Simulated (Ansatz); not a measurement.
The structure below was relaxed with Ansatz (a quantum-chemistry and plane-wave program), PBE-D3(BJ), PAW, cutoff 420 eV, scalar-relativistic without spin-orbit coupling, earlier PAW set.

Space group Pnma (No. 62); a = 11.4931 Å, b = 4.1689 Å, c = 4.3835 Å, α = 90.00°, β = 90.00°, γ = 90.00°

```json
[
 {"atom": "Sn", "site": "4c", "symmetry": ".m.", "x": "0.1179", "y": "0.2500", "z": "0.0947"},
 {"atom": "Se", "site": "4c", "symmetry": ".m.", "x": "0.3570", "y": "0.2500", "z": "0.0225"}
]
```

**Question.** Write out a cell with all atoms.

**Answer.** 
```xyz
8
Lattice="11.4931 0.0000 0.0000 0.0000 4.1689 0.0000 0.0000 0.0000 4.3835" Properties=species:S:1:pos:R:3 pbc="T T T"
Sn     1.3550     1.0422     0.4153
Sn     4.3916     3.1267     2.6071
Sn    10.1381     3.1267     3.9682
Sn     7.1015     1.0422     1.7765
Se     9.8491     1.0422     2.0930
Se     7.3905     3.1267     4.2848
Se     1.6440     3.1267     2.2905
Se     4.1026     1.0422     0.0987
```
This is the conventional cell.

No phonon test of stability was made. The cell was made from GeSe by this change: Ge → Sn. The D3 term's C6 switches between coordination references near this geometry, which can add small steps to energies.
